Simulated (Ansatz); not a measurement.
Take InP in the zinc blende structure (space group F-43m, No. 216; a = 5.9070 Å) as the base.

Calculations: Kohn–Sham DFT with the r2SCAN functional, run in Ansatz (a first-principles code) with PAW and 500 eV plane waves, no SOC.

Strains are applied to the cell and any free atomic positions relax.

One change was made to it. Results:

The electron mass goes from 0.074 mₑ (at Γ) to 0.099 mₑ (at Γ); the band gap goes up by 0.44 eV (1.03 eV → 1.47 eV).

Task: Which of these changes matches the shifts?
A) isotropic strain −3.00 %
B) isotropic strain −2.50 %
C) isotropic strain −2.00 %

Result: B, isotropic strain −2.50 %. For comparison, the band gap in the other runs: isotropic strain −3.00 % gives 1.56 eV; isotropic strain −2.00 % gives 1.38 eV.

Effective masses come from finite differences of ±0.01 Å⁻¹. Stability against distortions was not tested.
